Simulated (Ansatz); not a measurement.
# InAlN2 (model structure, started from the ScAlN2 type, P3m1, No. 156, 4 atoms in the cell): properties by level of theory

```
level (code)     lattice constant a (Å)  c axis length (Å)  bulk modulus B0 (GPa)  cohesive energy (eV/atom)  band gap (eV)
---------------  ----------------------  -----------------  ---------------------  -------------------------  -------------
LDA (Ansatz)                      3.278              5.405                    172                       5.50           1.09
PBE (Ansatz)                      3.336              5.500                    150                       4.58           0.89
PBEsol (Ansatz)                   3.306              5.447                    162                       4.97           0.95
```

Computed values are for a static lattice. Levels without +SOC have no spin–orbit coupling; where heavier elements are present it shifts gaps, mostly down, and can invert bands.  Each level is taken at its own relaxed cell. Ansatz's density-functional and Hartree–Fock values are scalar-relativistic unless marked +SOC, with PAW data made under PBE.

Caveats: the bulk modulus is −V dP/dV from two relaxed cells at ±2 % in volume (LDA, PBE, PBEsol). Ansatz's density-functional and Hartree–Fock values are scalar-relativistic unless marked +SOC, with PAW data made under PBE.

Free atoms are spin-polarised, in the lowest state found; at levels without +SOC their spin–orbit coupling is left out.

A model structure was made by putting elements into a prototype or built by hand; it is no filed structure, need not be a known phase, and can be a saddle point held by its symmetry.

Ansatz is a program for electronic structure.
